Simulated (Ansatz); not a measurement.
Input:

```xyz
2
Lattice="0.0000 2.8010 2.8010 2.8010 0.0000 2.8010 2.8010 2.8010 0.0000" Properties=species:S:1:pos:R:3 pbc="T T T"
Na     0.0000     0.0000     0.0000
Cl     2.8010     2.8010     2.8010
```

Computed with r2SCAN, rigid bands (plane waves, PAW, scalar-relativistic; Ansatz, an electronic-structure program). Condition of this run: functional r2SCAN on the same cell. Geometry: cell and atoms relaxed with PBEsol.

Task: Predict the electron conductivity mass (n e² τ/σ) at 300 K, by direction if it differs.

Result: 0.41 mₑ.

Task: What conductivity effective mass do dilute holes have at 300 K?

Result: 3.1 mₑ.

Task: And the band gap?

Result: 5.98 eV at this level; semilocal functionals usually fall short of the measured gap.

Rigid bands, one relaxation time for all states, no polarons. Spin-orbit coupling is left out; where it splits the top of the valence band it changes the hole mass and lowers the gap by about a third of the splitting. Geometry: cell and atoms relaxed with PBEsol.
